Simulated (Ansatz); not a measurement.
Effect of C vacancy, symmetric start on TiC

Start from a 16-atom supercell of TiC in the rock salt structure (space group Fm-3m, No. 225; a = 4.333 Å) at its relaxed geometry.

It is then changed as follows: one C atom is removed, atoms relaxed at fixed cell.

The values are results of PBE, PAW, 420 eV (Ansatz, a quantum-chemistry and plane-wave program; no spin-orbit coupling), not measurements. k-mesh 7×7×7 (Γ-centred); smearing 0.05 eV (Fermi–Dirac).

The pressure goes from zero to -0.7 GPa and the energy gained by relaxation amounts to 0.27 eV. The largest displacement of a host atom from its site in the perfect cell amounts to 0.05 Å and the mean distance from the defect site to its nearest host atoms increases by 0.05 Å to 2.22 Å.

The cell is small, so the values are those of an ordered compound at a high defect concentration; dilute-limit values will differ. The defect started on the symmetric site and kept its symmetry, so it may sit on a saddle. The final runs are not spin-polarised. The defect cell is not spin-polarised.
